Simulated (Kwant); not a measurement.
Device: Aharonov-Bohm ring in a GaAs two-dimensional gas. Effective mass 0.067 mₑ, grid spacing 6.7 nm, hard walls, nominal width 80 nm (11 grid rows, so walls 80.4 nm apart), one parabolic valley, scattering region 460 nm long along x; energies count from the band bottom; Fermi energy 0.00345 eV. Ring of mean radius 110 nm, arms as wide as the leads. Perpendicular field swept from 0 to 0.33 T, none in the leads; orbital effect alone.

The device is made up for the run: typed textbook-type constants, with dimensions and the other settings drawn at random.

Kwant, effective-mass tight-binding model on a square grid, one spin, coherent transport at 0 K. Conductance is in e²/h.

```tsv
B (T)	A	B	C
0.000	1.86	0.88	0.040
0.01854	0.50	0.020	0.0014
0.03708	0.11	0.0013	6.7e-5
0.05562	0.038	0.012	1.1e-5
0.07416	0.022	0.058	6.5e-5
0.09640	1.08	0.71	0.034
0.1149	1.53	0.0055	0.0074
0.1335	0.76	0.049	0.00063
0.1520	0.42	0.073	8.0e-5
0.1743	0.21	0.18	0.00030
0.1928	0.34	0.61	0.031
0.2114	0.89	0.86	0.028
0.2299	1.24	0.17	0.0021
0.2521	0.91	0.20	2.9e-6
0.2707	0.75	0.30	0.0017
0.2892	0.73	0.65	0.048
0.3078	0.67	1.00	0.12
0.3300	1.04	0.29	0.0023
```

### Question
Column A is the base. The others each differ by one change: Fermi energy 0.00345 → 0.0024 eV; Fermi energy 0.00345 → 0.0029 eV. Which is which?

### Answer
B: Fermi energy 0.00345 → 0.0024 eV; C: Fermi energy 0.00345 → 0.0029 eV.
